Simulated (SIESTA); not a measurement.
## Worked example: self-consistent single point of MgSiSb2 (I-42d, 8 atoms in the cell) in SIESTA

Method: GGA PBEsol, numerical atomic orbitals DZP, PseudoDojo PBEsol standard norm-conserving potentials (rewritten from UPF to PSML) (SIESTA).

The input file:

```
# files in the folder: Mg.psml Si.psml Sb.psml (PseudoDojo PBEsol standard)
SystemName  MgSiSb2
SystemLabel MgSiSb2

NumberOfAtoms                8
NumberOfSpecies              3
%block ChemicalSpeciesLabel
  1 12 Mg
  2 14 Si
  3 51 Sb
%endblock ChemicalSpeciesLabel
LatticeConstant              1.0 Ang
%block LatticeVectors
    -3.222200000    3.222200000    5.971605000
     3.222200000   -3.222200000    5.971605000
     3.222200000    3.222200000   -5.971605000
%endblock LatticeVectors
AtomicCoordinatesFormat      Ang
%block AtomicCoordinatesAndAtomicSpecies
     0.000000000    0.000000000    0.000000000  1
     0.000000000    3.222200000    2.985802500  1
     0.000000000    0.000000000    5.971605000  2
     3.222200000    0.000000000    2.985802500  2
    -1.418283552    1.611100000    7.464506250  3
     1.611100000    1.418283552    4.478703750  3
     4.640483552    1.611100000    1.492901250  3
     1.611100000    1.803916448   -1.492901250  3
%endblock AtomicCoordinatesAndAtomicSpecies

XC.functional                GGA
XC.authors                   PBEsol
PAO.BasisSize                DZP
PAO.EnergyShift              0.01 Ry
MeshCutoff                   350 Ry
%block kgrid.MonkhorstPack
    3   0   0  0.0
    0   3   0  0.0
    0   0   3  0.0
%endblock kgrid.MonkhorstPack
OccupationFunction           FD
ElectronicTemperature        10 K

MaxSCFIterations             150
SCF.Mixer.Method             Pulay
SCF.Mixer.Weight             0.1
SCF.Mixer.History            6
SCF.DM.Tolerance             1.0E-04
Diag.ParallelOverK           true
WriteForces                  true
Charge.Mulliken              end
```

Output, abridged:

```
reinit: Reading from file input.fdf

reinit: System Name: MgSiSb2
reinit: System Label: MgSiSb2

coor:   Atomic-coordinates input format  =     Cartesian coordinates
coor:                                          (in Angstroms)

siesta: Atomic coordinates (Bohr) and species
siesta:      0.00000   0.00000   0.00000  1        1
siesta:      0.00000   6.08908   5.64235  1        2
siesta:      0.00000   0.00000  11.28470  2        3
siesta:      6.08908   0.00000   5.64235  2        4
siesta:     -2.68017   3.04454  14.10587  3        5
siesta:      3.04454   2.68017   8.46352  3        6
siesta:      8.76924   3.04454   2.82117  3        7
siesta:      3.04454   3.40891  -2.82117  3        8

siesta: System type = bulk

initatomlists: Number of atoms, orbitals, and projectors:      8   116   180

siesta: ******************** Simulation parameters ****************************
redata: Spin configuration                          = none
redata: Time-Reversal Symmetry                      = T
redata: Number of Atomic Species                    =        3
redata: Mesh Cutoff                                 =   350.0000 Ry
redata: Net charge of the system                    =     0.0000 |e|
redata: Min. number of SCF Iter                     =        0
redata: Max. number of SCF Iter                     =      150
redata: SCF convergence failure will abort job
redata: SCF mix quantity                            = Hamiltonian
redata: Mix DM or H after convergence               =   F
redata: Recompute H after scf cycle                 =   F
redata: Mix DM in first SCF step                    =   T
redata: No kicks to SCF
redata: DM Mixing Weight for Kicks                  =     0.5000
redata: Require Harris convergence for SCF          =   F
redata: Harris energy tolerance for SCF             =     0.000100 eV
redata: Require DM convergence for SCF              =   T
   [... lines left out ...]
diag: Parallel distribution                         =     1 x     1
diag: Used triangular part                          = Lower
diag: Absolute tolerance                            =  0.100E-15
diag: Orthogonalization factor                      =  0.100E-05
diag: Memory factor                                 =  1.0000

superc: Internal auxiliary supercell:     5 x     5 x     5  =     125
superc: Number of atoms, orbitals, and projectors:   1000  14500  22500

                        Single-point calculation

superc: Internal auxiliary supercell:     5 x     5 x     5  =     125
superc: Number of atoms, orbitals, and projectors:   1000  14500  22500

outcell: Unit cell vectors (Ang):
       -3.222200    3.222200    5.971605
        3.222200   -3.222200    5.971605
        3.222200    3.222200   -5.971605

outcell: Cell vector modules (Ang)   :    7.511672    7.511672    7.511672
outcell: Cell angles (23,13,12) (deg):    129.1970    129.1970     74.6939
outcell: Cell volume (Ang**3)        :    248.0025
new_DM -- step:     1
Initializing Density Matrix...

Attempting to read DM from file... Failed...
DM filled with atomic data:

InitMesh: MESH = 80 x 80 x 64 = 409600
InitMesh: Mesh cutoff (required, used) =   350.000   413.623 Ry

stepf: Fermi-Dirac step function
        iscf     Eharris(eV)        E_KS(eV)     FreeEng(eV)     dDmax    Ef(eV) dHmax(eV)
   scf:    1   -13332.380457   -13329.807009   -13329.807009  1.487591 -3.804163  5.029953
   scf:    2   -13330.055378   -13329.935386   -13329.935386  0.010452 -2.931267  4.305962
   scf:    3   -13330.265906   -13330.163523   -13330.163523  0.042925 -3.084679  1.007087
   scf:    4   -13330.243973   -13330.215608   -13330.215608  0.026983 -3.651105  0.022390
   scf:    5   -13330.215715   -13330.215664   -13330.215664  0.000454 -3.642080  0.018458
   scf:    6   -13330.215906   -13330.215795   -13330.215795  0.001649 -3.648557  0.003350
   scf:    7   -13330.215796   -13330.215796   -13330.215796  0.000160 -3.649413  0.002034
   scf:    8   -13330.215796   -13330.215796   -13330.215796  0.000072 -3.648487  0.001270
   scf:    9   -13330.215797   -13330.215797   -13330.215797  0.000043 -3.648997  0.000297
SCF Convergence by DM+H criterion
max |DM_out - DM_in|         :     0.0000428240
max |H_out - H_in|      (eV) :     0.0002970401
SCF cycle converged after 9 iterations

Using DM_out to compute the final energy and forces

siesta: E_KS(eV) =           -13330.2158

siesta: E_KS - E_eggbox =    -13330.2158

siesta: Atomic forces (eV/Ang):
     1    0.000064    0.000110   -0.000078
     2    0.000110    0.000064   -0.000078
     3    0.000292    0.000188   -0.000128
     4    0.000188    0.000292   -0.000128
     5    0.214745   -0.000420    0.000061
     6   -0.000579   -0.214879    0.000205
     7   -0.214879   -0.000579    0.000205
     8   -0.000420    0.214745    0.000061
   Tot   -0.000478   -0.000478    0.000121
   Max    0.214879
   Res    0.087697    sqrt( Sum f_i^2 / 3N )
   Max    0.214879    constrained

Stress tensor Voigt[x,y,z,yz,xz,xy] (kbar):       13.80       13.80       16.07        0.48        0.48       -0.11
(Free)E + p*V (eV/cell)   -13332.4689
Target enthalpy (eV/cell)   -13330.2158

siesta: Program's energy decomposition (eV):
siesta: Ebs     =     -2449.219238
siesta: Eions   =     13215.029415
siesta: Ena     =      1233.050290
siesta: Ekin    =      7687.915046
siesta: Enl     =     -6112.339409
siesta: Eso     =         0.000000
siesta: Edftu   =         0.000000
siesta: DEna    =        20.965917
siesta: DUscf   =         1.909598
siesta: DUext   =         0.000000
siesta: Ex      =     -2758.719707
siesta: Ec      =      -187.968117
siesta: Exc     =     -2946.687824
siesta: Eharris =    -13330.215797
siesta: Etot    =    -13330.215797
siesta: FreeEng =    -13330.215797

siesta: Atomic forces (eV/Ang):
siesta:      1    0.000064    0.000110   -0.000078
siesta:      2    0.000110    0.000064   -0.000078
siesta:      3    0.000292    0.000188   -0.000128
siesta:      4    0.000188    0.000292   -0.000128
siesta:      5    0.214745   -0.000420    0.000061
siesta:      6   -0.000579   -0.214879    0.000205
siesta:      7   -0.214879   -0.000579    0.000205
siesta:      8   -0.000420    0.214745    0.000061
siesta: ----------------------------------------
   [... lines left out ...]
siesta: Cell volume =        248.002496 Ang**3
siesta:         -14.55603893        -11.92779497  kBar
   [... lines left out ...]
              0.102   0.100   0.069   0.100   0.062

Species: Sb
Atom  Qatom  Qorb
               5s      5s      5py     5pz     5px     5py     5pz     5px
               4dxy    4dyz    4dz2    4dxz    4dx2-y2 5dxy    5dyz    5dz2
               5dxz    5dx2-y2
   5 15.086   1.440   0.150   0.949   0.953   0.936   0.150   0.133   0.127
              2.002   2.001   2.004   2.002   2.005   0.054   0.064   0.031

              0.046   0.038
   6 15.086   1.440   0.150   0.936   0.953   0.949   0.127   0.133   0.150
              2.002   2.002   2.004   2.001   2.005   0.054   0.046   0.031

              0.064   0.038
   7 15.086   1.440   0.150   0.949   0.953   0.936   0.150   0.133   0.127
              2.002   2.001   2.004   2.002   2.005   0.054   0.064   0.031

              0.046   0.038
   8 15.086   1.440   0.150   0.936   0.953   0.949   0.127   0.133   0.150
              2.002   2.002   2.004   2.001   2.005   0.054   0.046   0.031

              0.064   0.038

mulliken: Qtot =       88.000

Mulliken Atomic Populations:
Atom #   charge [q] valence [e]  Species
     1     0.165198    9.834802  Mg
     2     0.165198    9.834802  Mg
     3     0.005886    3.994114  Si
     4     0.005886    3.994114  Si
     5    -0.085526   15.085526  Sb
     6    -0.085559   15.085559  Sb
     7    -0.085559   15.085559  Sb
     8    -0.085526   15.085526  Sb
 Total    -0.000000
```

The run converged in 9 iterations.

The starting cell comes from a database of computed structures (which also holds hypothetical and non-ambient phases and stackings), without a prior relaxation at this level. Values carry the incompleteness of an atom-centred basis.

Cost on one core of a shared machine: roughly 50 s.
